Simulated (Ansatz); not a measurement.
A 16-atom cell of Ga(As,Sb) started in the zinc blende structure, site fractions As 0.125, Sb 0.875, short-range order -0.14 in the first shell of the mixed sites (0 is random, a negative value favours unlike neighbours), space group F-43m at the end, an ordered arrangement that its symmetry holds. The mixed sublattice has 8 sites.

The mixing enthalpy is taken against the end members in the zinc blende type, relaxed in the same cell and mesh.

Levels used, each named beside its values: PBE (plane waves to 420 eV, PAW; Ansatz, a program for electronic structure); HSE06 (plane waves to 420 eV, PAW; Ansatz). Geometries and values that name no level are of the first. Spin–orbit coupling is left out; with elements this heavy it can move edges by tenths of an eV. Its k-point mesh 4×4×4, Fermi–Dirac width 0.01 eV. HSE06 ran on meshes of its own (3×3×3); its edges and gaps are taken over the mesh and over extra points off it, mostly where PBE has its edges.

| cell | energy at zero smearing (eV) |
|---|---|
| GaAs | -69118.845 |
| GaSb | -82142.667 |
| Ga8AsSb7 | -80514.482 |

Q: Work out the mixing enthalpy per mixed site and the interaction parameter Ω of a regular solution.

A: With x = 7/8 of the second end member, ΔH = [-80514.482 − 1/8 × (-69118.845) − 7/8 × (-82142.667)] / 8 = 26 meV against the separate end members. Ω = ΔH / x(1 − x) = 237 meV.
